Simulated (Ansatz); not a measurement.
Ansatz (a first-principles code) run on Na₂H₄CdO₁₀Se₂ (P2_1/c, 38 atoms in the cell): self-consistent single point.

Level of theory: PBEsol, default PAW files made with PBE (plane waves; Ansatz).

Input:

Ansatz 0.2 input:
```yaml
crystal:
  lattice:
    - [5.90290300, 0.00000000, 0.00000000]
    - [0.00000000, 13.12051200, 0.00000000]
    - [-1.56226300, 0.00000000, 5.46264900]
  atoms:
    - { symbol: Na, position_ang: [3.02997386, 1.60201452, 1.33124756] }
    - { symbol: Na, position_ang: [2.09179764, 8.16227052, 1.40007694] }
    - { symbol: Na, position_ang: [1.31066614, 11.51849748, 4.13140144] }
    - { symbol: Na, position_ang: [2.24884236, 4.95824148, 4.06257206] }
    - { symbol: H, position_ang: [2.84230434, 2.03367936, 4.65417695] }
    - { symbol: H, position_ang: [0.71720415, 8.59393536, 3.53979655] }
    - { symbol: H, position_ang: [1.49833565, 11.08683264, 0.80847205] }
    - { symbol: H, position_ang: [3.62343584, 4.52657664, 1.92285245] }
    - { symbol: Cd, position_ang: [0.00000000, 0.00000000, 0.00000000] }
    - { symbol: Cd, position_ang: [-0.78113150, 6.56025600, 2.73132450] }
    - { symbol: O, position_ang: [1.69993489, 2.61885420, 3.22023159] }
    - { symbol: O, position_ang: [1.85957361, 9.17911020, 4.97374191] }
    - { symbol: O, position_ang: [2.64070511, 10.50165780, 2.24241741] }
    - { symbol: O, position_ang: [2.48106639, 3.94140180, 0.48890709] }
    - { symbol: O, position_ang: [0.91397059, 0.51694817, 1.96218352] }
    - { symbol: O, position_ang: [4.20780091, 7.07720417, 0.76914098] }
    - { symbol: O, position_ang: [3.42666941, 12.60356383, 3.50046548] }
    - { symbol: O, position_ang: [0.13283909, 6.04330783, 4.69350802] }
    - { symbol: O, position_ang: [0.40014533, 0.72950047, 4.52252711] }
    - { symbol: O, position_ang: [3.15936317, 7.28975647, 3.67144639] }
    - { symbol: O, position_ang: [3.94049467, 12.39101153, 0.94012189] }
    - { symbol: O, position_ang: [1.18127683, 5.83075553, 1.79120261] }
    - { symbol: O, position_ang: [4.98708422, 2.23704730, 2.79359870] }
    - { symbol: O, position_ang: [-1.42757572, 8.79730330, 5.40037480] }
    - { symbol: O, position_ang: [-0.64644422, 10.88346470, 2.66905030] }
    - { symbol: O, position_ang: [5.76821572, 4.32320870, 0.06227420] }
    - { symbol: Se, position_ang: [0.49135787, 1.55884803, 3.12905997] }
    - { symbol: Se, position_ang: [3.06815063, 8.11910403, 5.06491353] }
    - { symbol: Se, position_ang: [3.84928213, 11.56166397, 2.33358903] }
    - { symbol: Se, position_ang: [1.27248937, 5.00140797, 0.39773547] }
    - { symbol: H, position_ang: [3.69913199, 2.59786138, 5.43533575] }
    - { symbol: H, position_ang: [-0.13962348, 9.15811738, 2.75863775] }
    - { symbol: H, position_ang: [0.64150802, 10.52265062, 0.02731324] }
    - { symbol: H, position_ang: [4.48026349, 3.96239462, 2.70401125] }
    - { symbol: O, position_ang: [3.23541837, 1.91821885, 5.31679627] }
    - { symbol: O, position_ang: [0.32409013, 8.47847485, 2.87717723] }
    - { symbol: O, position_ang: [1.10522163, 11.20229315, 0.14585273] }
    - { symbol: O, position_ang: [4.01654987, 4.64203715, 2.58547177] }
basis:
  ecutwfc: 250.0 eV
kpoints:
  mp_grid: { grid: [3, 2, 3] }
hamiltonian:
  xc: pbesol
  pseudopotentials: { kind: paw }
scf:
  occupations: { method: gaussian, width: 0.2 eV }
output:
  forces: true
  eigenvalues: true
  stress: true
```

The program printed (abridged):

```
SCF iter   1: F=—  HF=-55249.641829 eV  |F-HF|=—  |Δ(HF+E_count)|=         —  Δρ=6.06e-2  dr2=5.86e0  ethr=1.77e-3  ⟨swp⟩=5.0  Hψ=6384  notcnv=0  defer=37
all-band conjugate gradients solve this SCF's bands
preconditioner: auto → Resta (q_TF=auto, 2.528 Å⁻¹)
SCF iter   2: F=—  HF=-55247.463393 eV  |F-HF|=—  |Δ(HF+E_count)|=    2.18e0  Δρ=1.79e-2  dr2=3.02e-1  ethr=1.77e-3  ⟨swp⟩=2.0  Hψ=2871  notcnv=0  defer=328
   [... lines left out ...]
SCF iter   6: F=—  HF=-55247.499972 eV  |F-HF|=—  |Δ(HF+E_count)|=   2.96e-5  Δρ=1.04e-4  dr2=3.91e-5  ethr=8.01e-8  ⟨swp⟩=3.0  Hψ=2712  notcnv=0  defer=328
SCF iter   7: F=—  HF=-55247.499825 eV  |F-HF|=—  |Δ(HF+E_count)|=   1.47e-4  Δρ=4.22e-5  dr2=8.65e-6  ethr=1.46e-8  ⟨swp⟩=2.0  Hψ=2648  notcnv=0  defer=328
SCF iter   8: F=—  HF=-55247.499827 eV  |F-HF|=—  |Δ(HF+E_count)|=   2.06e-6  Δρ=1.01e-5  dr2=6.41e-7  ethr=3.23e-9  ⟨swp⟩=2.0  Hψ=2412  notcnv=0  defer=328
SCF iter   9: F=-55247.499828 eV  HF=-55247.499828 eV  |F-HF|=2.22e-8  |Δ(HF+E_count)|=   5.14e-7  Δρ=4.44e-6  dr2=7.26e-8  ethr=3.73e-11  ⟨swp⟩=11.8  Hψ=8562  notcnv=0
SCF 1 converged in 9 iterations: F = -55247.499828 eV  dr2 = 7.26e-8
Free energy (F): -55247.499828 eV
Internal energy: -55247.499828 eV  (E = F + TS)
E sigma→0 (E₀):  -55247.499828 eV
Fermi energy:    5.854383 eV
--- Forces (eV/Å), atoms counted from 1 ---
  atom   1  Na    -0.06968697     0.02017813     0.10462481
  atom   2  Na     0.06968697     0.02017813    -0.10462481
  atom   3  Na     0.06968697    -0.02017813    -0.10462481
  atom   4  Na    -0.06968697    -0.02017813     0.10462481
  atom   5  H     -9.85418647     2.43423771   -16.56540111
   [... 29 lines left out ...]
  atom  35  O      3.22692527   -11.46079389    14.29613134
  atom  36  O     -3.22692527   -11.46079389   -14.29613134
  atom  37  O     -3.22692527    11.46079389   -14.29613134
  atom  38  O      3.22692527    11.46079389    14.29613134
--- Stress (GPa, compression-positive) ---
       19.698672       0.000000      10.680510
        0.000000      18.598127       0.000000
       10.680512       0.000000      25.547645
  P = ⅓ Tr σ = 21.2815 GPa (212.815 kbar)
  The stress holds the Pulay correction. Without it, at fixed plane waves, as pw.x and ABINIT print it: P = -59.4747 GPa
```

The run converged in 9 iterations. For comparison: a first run was changed to give this one (lattice scaled by 0.985; basis.ecutwfc: 420 eV → 250 eV), and from it to this one the free energy rises by 1.25 eV/atom, the pressure goes from 13.62 to 21.28 GPa, the largest force goes from 17.544 to 19.43 eV/Å and the gap on the mesh goes from 3.307 to 3.471 eV.

The starting cell comes from a database of published, mostly measured structures (it also holds non-ambient and calculated ones), without a prior relaxation at this level. Its lattice was rescaled by a random factor within 2.5 % of one. For this run, on top of that: lattice scaled by 0.985. Forces in this geometry exceed 1 eV/Å. Ansatz's pressure includes its estimate of the finite-basis (Pulay) stress. Without the estimate this run gives -59.47 GPa. The cutoff lies below the one recommended for these files.
